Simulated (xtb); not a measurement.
xtb 6.7.1, GFN2-xTB: Cr(O)(NH)(OMe)(Me) (C[O][Cr]([CH3])(=[NH])=[O]), 13 atoms. The geometry is a generated start, not checked to be a minimum at this level.

```yaml
method: GFN2-xTB
"--acc": 1 (default)
"--etemp (K)": 300 (default)
detailed input (--input): "none: ANC optimiser, Lindh (1995) Hessian, microcycle=20, maxdispl=1.0, hlow=0.01 (default)"
basis_functions: 37
valence_electrons: 38
```

```xyz
13

Cr     0.2067     0.9053    -0.3976
O      0.3110     2.3490     0.1585
N     -0.0348     0.8251    -2.0098
H     -0.1298     0.9962    -3.0028
O      0.9340    -0.4089     0.2889
C      1.6122    -1.4658     0.8360
H      0.8930    -2.1849     1.2501
H      2.2077    -1.9746     0.0642
H      2.2778    -1.1260     1.6437
C     -1.8005     0.5676     0.1982
H     -2.3046     1.5099     0.4126
H     -1.7939    -0.0288     1.1147
H     -2.3785     0.0360    -0.5567
```

Charge 0 and multiplicity 1 are set for this test and not shown to be the ground state.

The structure is relaxed from this start with --opt LEVEL for the levels crude, sloppy, loose, lax, normal, tight, vtight, extreme, once each. Up to the end of the extreme run atoms move by at most 0.58 Å along an axis.

Task: What is the loosest level that ends within 1 meV of the extreme run, and how many cycles does it take?

Result: lax: 18 cycles against 33, ending 0.33 meV above.

```json
[
 {"level": "crude", "cycles": "1", "energy above the extreme run (meV)": "26", "gradient norm (eV/Å)": "0.13"},
 {"level": "sloppy", "cycles": "1", "energy above the extreme run (meV)": "26", "gradient norm (eV/Å)": "0.13"},
 {"level": "loose", "cycles": "1", "energy above the extreme run (meV)": "26", "gradient norm (eV/Å)": "0.13"},
 {"level": "lax", "cycles": "18", "energy above the extreme run (meV)": "0.33", "gradient norm (eV/Å)": "0.044"},
 {"level": "normal", "cycles": "21", "energy above the extreme run (meV)": "0.056", "gradient norm (eV/Å)": "0.020"},
 {"level": "tight", "cycles": "22", "energy above the extreme run (meV)": "0.044", "gradient norm (eV/Å)": "0.011"},
 {"level": "vtight", "cycles": "28", "energy above the extreme run (meV)": "under 0.01", "gradient norm (eV/Å)": "0.0053"},
 {"level": "extreme", "cycles": "33", "energy above the extreme run (meV)": "—", "gradient norm (eV/Å)": "0.0017"}
]
```
